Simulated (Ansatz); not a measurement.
# Effect of uniaxial strain ε_xx = +1.51 % on B2O3

Base system: B2O3 (space group Cmc2_1, No. 36; a = 7.826 Å, b = 4.624 Å, c = 4.134 Å; a cell from a computed database, its experimental status unchecked). Axes: x, y, z lie along a, b, c of the conventional cell.

Modification: uniaxial strain ε_xx = +1.51 %, all other strain components held at zero; the atoms relax in the strained cell.

Method: DFT with PBEsol, PAW potentials and a 420 eV plane-wave cutoff in Ansatz (a quantum-chemistry and plane-wave program), without spin-orbit coupling. k-mesh 8×8×8 (Γ-centred); smearing 0.05 eV (Fermi–Dirac).

The volume per atom goes up by 0.11 Å³ (7.48 Å³ → 7.59 Å³) and the shortest interatomic distance goes up by 0.5 pm, from 138.1 pm to 138.6 pm. The energy goes up by 2.5 meV/atom and the pressure (mean of the normal stresses, compression positive) drops by 2.793 GPa to -2.79 GPa. The band gap falls by 0.093 eV, from 8.42 eV to 8.32 eV and the gap character stays indirect, k = (0.125, -0.125, 3/8) in the run's primitive reciprocal basis → Γ. The smallest direct gap drops by 0.14 eV to 8.58 eV and the width of the top valence band is nearly the same (0.56 eV against 0.55 eV). The electron mass goes from 0.94 mₑ along a, 0.60 mₑ along b, 0.48 mₑ along c (at Γ) to 0.84 mₑ along x, 0.60 mₑ along y, 0.50 mₑ along z (at Γ) and the largest internal atomic displacement amounts to 0.029 Å. The stress (xx, yy, zz, yz, xz, xy; compression positive) amounts to (-7.08, -0.61, -0.67, 0.00, 0.00, 0.00) GPa.

Effective masses come from finite differences of ±0.01 Å⁻¹. Stability against distortions was not tested.
